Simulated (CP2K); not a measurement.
CP2K run on Mg₂NiH₄ (Imm2, 7 atoms in the cell): self-consistent single point.

Method of the run: CP2K with PBEsol, GPW, DZVP-MOLOPT-SR-GTH basis, GTH-PBE potentials (GTH_POTENTIALS).

```
Mg2NiH4
1.0
    4.51511     0.00000     0.00000
   -2.18858     3.94922     0.00000
   -0.07913    -2.61329     3.68113
Mg Ni H
2 1 4
Direct
  0.75963   0.50929   0.25034
  0.25895   0.50929   0.74966
  0.03845   0.03845   0.00000
  0.18065   0.94860   0.23205
  0.71655   0.94860   0.76795
  0.25688   0.99543   0.73855
  0.25688   0.51833   0.26145
```

Reference input (self-consistent single point, DFT LDA (Pade form), GPW, DZVP-MOLOPT-SR-GTH basis, GTH-PADE potentials (GTH_POTENTIALS)): CUTOFF = 1000 Ry; REL_CUTOFF = 50 Ry; SMEAR/METHOD = FERMI_DIRAC; ELECTRONIC_TEMPERATURE = 580.23 K; KPOINTS/SCHEME = MONKHORST-PACK 7 7 7; XC_FUNCTIONAL = PADE; Mg/BASIS_SET = DZVP-MOLOPT-SR-GTH-q10; Mg/POTENTIAL = GTH-PADE-q10; Ni/BASIS_SET = DZVP-MOLOPT-SR-GTH-q18; Ni/POTENTIAL = GTH-PADE-q18; H/BASIS_SET = DZVP-MOLOPT-SR-GTH-q1; H/POTENTIAL = GTH-PADE-q1. This run's input differs from it in these lines:

```diff
@@ -43,3 +43,6 @@
     &XC
-      &XC_FUNCTIONAL PADE
+      &XC_FUNCTIONAL
+        &PBE
+          PARAMETRIZATION PBESOL
+        &END PBE
       &END XC_FUNCTIONAL
@@ -80,3 +83,3 @@
       BASIS_SET DZVP-MOLOPT-SR-GTH-q10
-      POTENTIAL GTH-PADE-q10
+      POTENTIAL GTH-PBE-q10
     &END KIND
@@ -84,3 +87,3 @@
       BASIS_SET DZVP-MOLOPT-SR-GTH-q18
-      POTENTIAL GTH-PADE-q18
+      POTENTIAL GTH-PBE-q18
     &END KIND
@@ -88,3 +91,3 @@
       BASIS_SET DZVP-MOLOPT-SR-GTH-q1
-      POTENTIAL GTH-PADE-q1
+      POTENTIAL GTH-PBE-q1
     &END KIND
```

The program printed (abridged):

```
 SCF WAVEFUNCTION OPTIMIZATION

  Step     Update method      Time    Convergence         Total energy    Change
     1 NoMix/Diag. 0.20E+00      -     1.75310110      -297.8527197250 -2.98E+02
     2 Broy./Diag. 0.20E+00      -     0.18141191      -293.1852726702  4.67E+00
     3 Broy./Diag. 0.20E+00      -     0.03225094      -298.0287638491 -4.84E+00
     4 Broy./Diag. 0.20E+00      -     0.07950488      -297.8047183569  2.24E-01
     5 Broy./Diag. 0.20E+00      -     0.03871311      -296.8973344736  9.07E-01
     6 Broy./Diag. 0.20E+00      -     0.01884083      -297.9808512209 -1.08E+00
   [... 6 lines left out ...]
    13 Broy./Diag. 0.20E+00      -     0.00000387      -297.7066724929  1.13E-03
    14 Broy./Diag. 0.20E+00      -     0.00000402      -297.7067171258 -4.46E-05
    15 Broy./Diag. 0.20E+00      -     0.00000478      -297.7066460891  7.10E-05
    16 Broy./Diag. 0.20E+00      -     0.00000059      -297.7066274071  1.87E-05
  *** SCF run converged in    16 steps ***

  Overlap energy of the core charge distribution:               0.00000000001537
  Self energy of the core charge distribution:               -559.47448492190256
  Core Hamiltonian energy:                                    161.01109425817023
  Hartree energy:                                             135.80528382698944
  Exchange-correlation energy:                                -35.04847884553060
  Electronic entropic energy:                                  -0.00004172510563
  Fermi energy:                                                 0.23761556161357

  Total energy:                                              -297.70662740707724
  Total energy (extrapolated to T->0):                       -297.70660654452445

   [... lines left out ...]

 STRESS| Analytical stress tensor [bar]
 STRESS|                        x                   y                   z
 STRESS|      x       -3.06141060482E+03   2.34145770854E+02  -1.63526439475E+03
 STRESS|      y        2.34145770854E+02  -1.84329450708E+03   3.03637025597E+00
 STRESS|      z       -1.63526439475E+03   3.03637025597E+00  -3.64661648555E+03
 STRESS| 1/3 Trace                                            -2.85044053248E+03
```

The run converged in 16 iterations. Against the reference run the pressure goes from -3.29 to -0.29 GPa and the largest force goes from 0.472 to 0.317 eV/Å.

The starting cell comes from a database of computed structures (which also holds hypothetical and non-ambient phases and stackings), without a prior relaxation at this level. Spin polarisation is off. Values carry the incompleteness of an atom-centred basis. The potentials were made for another functional than the one used.

Cost on one core of a shared machine: roughly 3 min.
